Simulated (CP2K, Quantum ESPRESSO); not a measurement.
## Pressure against volume in zinc-blende SiC (space group 216) (CP2K, PBE)

```xyz
2
Lattice="3.0282 0.0000 0.0000 1.5141 2.6225 0.0000 1.5141 0.8742 2.4725" Properties=species:S:1:pos:R:3 pbc="T T T"
Si     0.0000     0.0000     0.0000
C      4.5423     2.6225     1.8544
```

Computed with CP2K with PBE, GPW, DZVP-MOLOPT-SR-GTH basis, GTH-PBE potentials (GTH_POTENTIALS). Settings: CUTOFF = 520 Ry; REL_CUTOFF = 40 Ry; SMEAR/METHOD = FERMI_DIRAC; ELECTRONIC_TEMPERATURE = 116.05 K; KPOINTS/SCHEME = MONKHORST-PACK 13 13 13; XC_FUNCTIONAL = PBE; Si/BASIS_SET = DZVP-MOLOPT-SR-GTH-q4; Si/POTENTIAL = GTH-PBE-q4; C/BASIS_SET = DZVP-MOLOPT-SR-GTH-q4; C/POTENTIAL = GTH-PBE-q4; METHOD = GPW; EPS_DEFAULT = 1e-10; NGRIDS = 4; SCF_GUESS = ATOMIC; EPS_SCF = 1e-06; MAX_SCF = 100. The cell above is the first row's. The rows scale it uniformly. In all rows fractional positions and the k mesh are held.

| V (Å^3/atom) | P (GPa) |
|---|---|
| 9.817 | ? |
| 10.031 | 9.54 |
| 10.244 | 4.49 |
| 10.458 | -0.08 |
| 10.671 | -4.21 |
| 10.884 | -7.96 |
| 11.098 | -11.35 |
| 11.311 | -14.41 |
| 11.525 | -17.18 |

### Question
Using a cubic, estimate the missing P at V = 9.817 from the other rows, showing the fit.

### Answer
With u = V - 10.8, the rows have u = -0.7690, -0.5560, -0.3420, -0.1290, 0.0840, 0.2980, 0.5110, 0.7250. Least squares gives P = -6.527 - 17.3601·u + 4.1159·u² - 0.6113·u³. Residuals (row less fit): 0.005, -0.013, 0.004, 0.008, -0.003, 0.001, -0.005, 0.003; standard error 0.009 (degrees of freedom: 4). The fitted pressure is zero at V0 = 10.45, where dP/dV = -20.43, so B0 = -V0·dP/dV = 214 GPa. At the withheld row, u = -0.9830, so P = -6.527 - 17.3601 × (-0.9830) + 4.1159 × (-0.9830)² - 0.6113 × (-0.9830)³ = 15.096 GPa. The calculation gives 15.12 GPa, 0.024 GPa above the prediction (0.1 % of the range of P in the table). The row lies outside the fitted rows, so this is an extrapolation. From the scatter of the fitted rows alone, a prediction at this place has a standard error of 0.023 GPa, so the miss is 1.0 times that.

Carrying the step between the two nearest rows on in a straight line would have given 14.61, off by 0.51; series whose last step already gives the withheld value aren't shown. The scan was laid around a cell of about the measured size, scaled by a guess for this functional. This is the 3C polytype. The runs keep the symmetry of the cell, so they don't test it for distortions. A plane-wave scan with the same functional (Quantum ESPRESSO, GBRV) gives V0 = 10.49 Å^3/atom and B0 = 212 GPa; a Birch-Murnaghan fit to all rows here lies -0.4 % from it in V0 and 0 % in B0; the two differ in basis, and may differ in potentials and mesh. Values carry the incompleteness of an atom-centred basis. Cutoffs and mesh are single choices, not tested for convergence of this quantity. Series with a scatter that would blur these digits, or in which a gap closes, are not shown.
